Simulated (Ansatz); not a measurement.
## Point defect Sb_N in zinc-blende BN

The numbers are results of PBE, PAW (plane waves to 420 eV; Ansatz, a first-principles code), not measurements. A 2×2×2 supercell of 64 sites was used; the energies come from a 2×2×2 shifted sampling of its zone. Site at the start: the N site. Charged cells carry a point-charge image correction with potential alignment at far atoms. Dielectric constants: PBE linear response of the host. Host gap at this level: 4.46 eV. A cell of this size leaves errors of a few tenths of an eV. Levels are measured in PBE's own, too narrow, gap. Spin–orbit coupling is left out, which matters for these heavy elements. Each state is the lowest found from its start.

| charge | moment (μB) | largest move off a lattice site (Å) | image correction with alignment (eV) |
|---|---|---|---|
| +1† | 1.0 | 0.39 | 1.08 |
| 0 | not spin-polarised | 0.36 | 0.00 |
| −1* | 1.0 | 0.37 | – |

* At this level the carrier isn't localised at the defect: at charge −1 electrons occupy the conduction band. Such a state is shallow or no state of the defect, and this cell gives it no level.

† Not settled in this cell, so no level is given: charge +1: a large or scattered potential alignment.

Flagged in the runs: a doubtful potential alignment.
